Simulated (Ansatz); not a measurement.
# GaSb: Sn on a Sb site, symmetric start

Take an 8-atom supercell of GaSb in the zinc blende structure (space group F-43m, No. 216; a = 6.132 Å) at its relaxed geometry as the base.

Modification: a neutral Sn on a Sb site, symmetric start, atoms relaxed at fixed cell.

All numbers come from DFT with r2SCAN, PAW potentials and a 500 eV plane-wave cutoff in Ansatz (a first-principles code), no SOC. k-mesh 6×6×6 (Γ-centred); smearing 0.01 eV (Fermi–Dirac).

```csv
quantity,base,changed,shift
energy gained by relaxation,–,0.01 eV,–
mean distance from the defect site to its nearest host atoms,2.66 Å,2.63 Å,-0.03 Å
```

Final structure:

```
CELL_PARAMETERS angstrom
     -6.13244     0.00000     0.00000
      0.00000     0.00000     6.13244
      0.00000     6.13244     0.00000
ATOMIC_POSITIONS crystal
  Sn 0.25000 0.75000 0.75000
  Sb 0.75000 0.75000 0.25000
  Sb 0.75000 0.25000 0.75000
  Sb 0.25000 0.25000 0.25000
  Ga 0.00261 0.99739 0.99739
  Ga 0.49739 0.99739 0.50261
  Ga 0.49739 0.50261 0.99739
  Ga 0.00261 0.50261 0.50261
```

The magnetic state is the one reached from the starting moments; the real material's order can differ, and small cells can't hold many antiferromagnetic ones. In so small a cell the defect repeats every few ångströms: this is an ordered compound, not a dilute defect. The defect started on the symmetric site and kept its symmetry, so it may sit on a saddle. Seeded moments were not kept for Sn on a Sb site. The defect cell is spin-polarised and ends with 0.0 μB.
